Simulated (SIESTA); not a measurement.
Worked example: self-consistent single point of HfZrW4 (F-43m, 6 atoms in the cell) in SIESTA.

Method of the run: SIESTA with LDA PW92, numerical atomic orbitals DZP, PseudoDojo LDA standard norm-conserving potentials (rewritten from UPF to PSML).

```yaml
crystal:
  lattice:
    - [0.00000, 3.74105, 3.74105]
    - [3.74105, 0.00000, 3.74105]
    - [3.74105, 3.74105, 0.00000]
  atoms:
    - { symbol: Zr, position: [0.00000, 0.00000, 0.00000] }
    - { symbol: Hf, position: [0.75000, 0.75000, 0.75000] }
    - { symbol: W, position: [0.37503, 0.37503, 0.37503] }
    - { symbol: W, position: [0.87491, 0.37503, 0.37503] }
    - { symbol: W, position: [0.37503, 0.37503, 0.87491] }
    - { symbol: W, position: [0.37503, 0.87491, 0.37503] }
```

Reference input (self-consistent single point, DFT, GGA PBEsol, numerical atomic orbitals DZP, PseudoDojo PBEsol standard norm-conserving potentials (rewritten from UPF to PSML)): XC.functional = GGA; XC.authors = PBEsol; potentials = PseudoDojo PBEsol standard; PAO.BasisSize = DZP; PAO.EnergyShift = 0.01 Ry; MeshCutoff = 300 Ry; kgrid.MonkhorstPack = 7 7 7; OccupationFunction = FD; ElectronicTemperature = 0.1 eV; MaxSCFIterations = 150; SCF.Mixer.Method = Broyden; SCF.Mixer.Weight = 0.1. This run's input differs from it in these lines:

```diff
@@ -1,2 +1,2 @@
-# files in the folder: Zr.psml Hf.psml W.psml (PseudoDojo PBEsol standard)
+# files in the folder: Zr.psml Hf.psml W.psml (PseudoDojo LDA standard)
 SystemName  HfZrW4
@@ -27,4 +27,4 @@
 
-XC.functional                GGA
-XC.authors                   PBEsol
+XC.functional                LDA
+XC.authors                   PW92
 PAO.BasisSize                DZP
```

Log, with long lists cut:

```
        iscf     Eharris(eV)        E_KS(eV)     FreeEng(eV)     dDmax    Ef(eV) dHmax(eV)
   scf:    1   -11121.611658   -11165.529975   -11165.609340  1.662519 -3.482028  8.822969
   scf:    2   -11176.650031   -11172.093487   -11172.168418  0.213413 -3.705258  5.488135
   scf:    3   -11175.319286   -11174.306214   -11174.378345  0.161133 -3.926066  3.613609
   scf:    4   -11175.754052   -11175.175757   -11175.256538  0.139981 -4.230292  1.204600
   scf:    5   -11175.249673   -11175.221395   -11175.304207  0.019524 -4.257894  0.423855
   [... 4 lines left out ...]
   scf:   10   -11175.230777   -11175.230744   -11175.314831  0.000241 -4.273045  0.004251
   scf:   11   -11175.230809   -11175.230777   -11175.314833  0.000232 -4.273451  0.002065
   scf:   12   -11175.230821   -11175.230799   -11175.314834  0.000159 -4.273768  0.000360
   scf:   13   -11175.230814   -11175.230806   -11175.314834  0.000048 -4.273889  0.000269
SCF Convergence by DM+H criterion
max |DM_out - DM_in|         :     0.0000477791
max |H_out - H_in|      (eV) :     0.0002690737
SCF cycle converged after 13 iterations

Using DM_out to compute the final energy and forces

siesta: E_KS(eV) =           -11175.2308

siesta: E_KS - E_eggbox =    -11175.2308

siesta: Atomic forces (eV/Ang):
     1    0.000000    0.000000    0.000000
     2   -0.000000   -0.000000   -0.000000
     3   -0.012145   -0.012145   -0.012145
     4   -0.012145    0.012145    0.012145
     5    0.012145    0.012145   -0.012145
     6    0.012145   -0.012145    0.012145
   Tot   -0.000000   -0.000000   -0.000000
   Max    0.012145
   Res    0.009916    sqrt( Sum f_i^2 / 3N )
   Max    0.012145    constrained

   [... lines left out ...]
siesta: FreeEng =    -11175.314834
siesta: Cell volume =        104.715227 Ang**3
siesta:          15.91068912         15.21569050  kBar
   [... lines left out ...]
              0.282   1.041   1.041   0.966   1.041   0.966  -0.064  -0.064

             -0.060  -0.064  -0.060

mulliken: Qtot =       80.000

Mulliken Atomic Populations:
Atom #   charge [q] valence [e]  Species
     1     0.299271   11.700729  Zr
     2    -0.386253   12.386253  Hf
     3     0.021745   13.978255  W
     4     0.021745   13.978255  W
     5     0.021745   13.978255  W
     6     0.021745   13.978255  W
 Total     0.000000
```

The run converged in 13 iterations. Against the reference run the pressure goes from 7.82 to 1.59 GPa and the largest force goes from 0.033 to 0.021 eV/Å.

The starting cell comes from a database of computed structures (which also holds hypothetical and non-ambient phases and stackings), without a prior relaxation at this level. Its lattice was rescaled by a random factor within 2.5 % of one. Spin polarisation is off. Values carry the incompleteness of an atom-centred basis.

Cost on one core of a shared machine: roughly 3 min.
